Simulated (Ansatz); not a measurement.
Consider GaAs in the rock salt structure (space group Fm-3m, No. 225; a = 5.330 Å; a hypothetical phase, not in the database extracts checked; relaxed with 0.1 eV smearing). Axes: x, y, z lie along the cube axes.

The values are results of r2SCAN/PAW in Ansatz (a first-principles code), without spin-orbit coupling, earlier PAW set, not measurements.

Now apply this change: the cell is scaled by 1.0267 in all directions, atoms relaxed at fixed cell.

Predict the stress tensor and what it implies for the stiffness.

Stress of the strained cell less that of the base (GPa, compression positive):
```
   -5.4     0.0     0.0
    0.0    -5.4     0.0
    0.0     0.0    -5.4
```

Then B = −ΔP/(ΔV/V₀) with ΔV/V₀ = 0.0823 gives secant stiffness values (nonlinear terms included at this strain): B ≈ 65 GPa.

As a check, the harmonic strain energy −½ V₀ Δσ:ε is 25 meV/atom; the computed energy rise is 28 meV/atom.

Stability against distortions was not tested. All final runs are without spin polarisation.
